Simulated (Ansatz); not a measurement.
We consider 1T (CdI2-type) MgI2, described by PBE0 (PAW; Ansatz, an electronic-structure program).

Numerical settings: plane-wave cutoff 500 eV, 6×6×4 k mesh (along the axes of the cell as run), gaussian smearing 0.02 eV, scalar-relativistic PAW data made under PBE.

Cell (relaxed with r²SCAN):

```
CELL_PARAMETERS angstrom
      2.09306    -3.62529     0.00000
      2.09306     3.62529     0.00000
      0.00000     0.00000     7.17201
ATOMIC_POSITIONS crystal
  Mg 0.00000 0.00000 0.00000
  I  0.33333 0.66667 0.23227
  I  0.66667 0.33333 0.76773
```

Q: Give the computed band gap.

A: 
* **band gap**: 5.29 eV (on the SCF k mesh)

Note: the cell comes from a level without a dispersion term, which matters for the spacing of layers, chains or molecules; cell and atoms aren't relaxed at this level (largest force component 0.08 eV/Å); the cell has widely spaced layers and the level no dispersion term, so their spacing and the moduli can rest on weak binding.

Spin–orbit coupling is not included; with these elements it can move the gap by several tenths of an eV or more.

Static lattice: no zero-point or thermal effects.

Cost on a shared machine: about 2.2 core-minutes (a rough figure).
